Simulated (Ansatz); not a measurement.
Adsorption energy and surface dipole of Cl on the 1x1 (0001) surface of hcp Ru, one in a 3x3 cell, started at the site 'bridge Ru-Ru (span 2.7 Å)', worked from the runs' numbers; total energies count from the potentials' own zero.

These are PBE (plane waves to 420 eV, PAW; Ansatz, an electronic-structure program) values and carry that method's errors.

Slab: 37 atoms, 6.3 Å thick at the start under the adsorbate (thin: gaps and levels are the slab's own); k 4x4x1, smearing 0.1 eV, dipole-corrected; 18 atoms held, the rest relaxed; symmetry of the start imposed; no spin, no spin-orbit, no U, no dispersion correction. At the end it is bonded to 3 Ru. In PBE it is, or lies within 0.03 eV of, the lowest of the starts that converged.

```tsv
quantity	value
slab with the adsorbate	-212695.492 eV
clean slab, same cell and mesh	-211613.688 eV
reference, ½ Cl2(g)	-1079.444 eV
area of the cell	57.72 Å²
change of the step from the bottom to the top vacuum level	-0.077 eV
```

Q: What is the adsorption energy against this reference?

A: E(slab + adsorbate) − E(slab) − E(reference) = -2.36 eV, so in this state the adsorbate is more stable than in the reference, at a coverage of 1.73 a nm².
